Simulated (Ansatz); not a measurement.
**A computed series for Ru: pressure series**

Start from Ru in the hcp (Mg type) structure (space group P6_3/mmc, No. 194; a = 2.692 Å, c = 4.246 Å).

Cell and atoms are relaxed at each pressure.

Computed with PBEsol in Ansatz (plane waves to 420 eV, PAW, scalar-relativistic without spin-orbit coupling).

```tsv
pressure (GPa)	volume per atom (Å³/atom)
-2	13.400
0	13.322
3	13.209
7	?
15	12.807
30	12.387
50	11.924
75	11.452
100	11.060
```

Question: Fit the third-order Birch–Murnaghan form P(V) = (3B₀/2)[(V₀/V)^(7/3) − (V₀/V)^(5/3)]·[1 + (3/4)(B₀′ − 4)((V₀/V)^(2/3) − 1)] (squares taken in P) to the rows shown and predict the withheld row.

Answer: Least squares on the printed values gives V₀ = 13.321 Å³/atom, B₀ = 349 GPa, B₀′ = 4.6; this predicts 13.068 Å³/atom, and the run gives 13.067 Å³/atom, in agreement.

Load acts through the strain it causes; cell and atoms are relaxed under it. Whether these cells are dynamically stable was not tested. Competing high-pressure phases were not computed. All final runs are without spin polarisation.

Ansatz is an electronic-structure program.
